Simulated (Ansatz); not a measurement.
**Al2O3 under a change: pressure −1 GPa**

Consider Al₂O₃ in the corundum structure (space group R-3c, No. 167; a = 4.8080 Å, c = 13.1216 Å (hexagonal axes)).

Modification: a negative pressure, −1 GPa.

The values are results of Ansatz (a quantum-chemistry and plane-wave program) PBE, no spin-orbit coupling, earlier PAW set, not measurements. Settings: 8×8×8 k-points, 0.05 eV Fermi–Dirac smearing.

The volume per atom increases by 0.04 Å³ to 8.80 Å³ and the density decreases by 0.02 g/cm³ (3.87 g/cm³ → 3.85 g/cm³). The lattice parameter a increases by 0.007 Å (4.808 Å → 4.815 Å) and the c/a ratio hardly moves (2.729 against 2.730). The shortest interatomic distance rises by 0.003 Å, from 1.874 Å to 1.877 Å and the band gap falls by 0.05 eV (5.86 eV → 5.81 eV). The gap character remains direct at Γ and the electron mass becomes 0.38 mₑ along c, 0.36 mₑ across (at Γ) (base: 0.38 mₑ along c, 0.37 mₑ across (at Γ)). The valence-band top at Γ (three highest levels, from the VBM) remains 0.00, -0.03, -0.03 eV.

Final structure:

```
CELL_PARAMETERS angstrom
      2.40740     1.38991     4.38075
     -2.40740     1.38991     4.38075
      0.00000    -2.77983     4.38075
ATOMIC_POSITIONS crystal
  Al 0.35213 0.35213 0.35213
  Al 0.14787 0.14787 0.14787
  Al 0.64787 0.64787 0.64787
  Al 0.85213 0.85213 0.85213
  O  0.55611 0.94389 0.25000
  O  0.25000 0.55611 0.94389
  O  0.94389 0.25000 0.55611
  O  0.44389 0.05611 0.75000
  O  0.75000 0.44389 0.05611
  O  0.05611 0.75000 0.44389
```

Load acts through the strain it causes; cell and atoms are relaxed under it. Masses are band curvatures over ±0.01 Å⁻¹ around the edge. Stability against distortions was not tested.
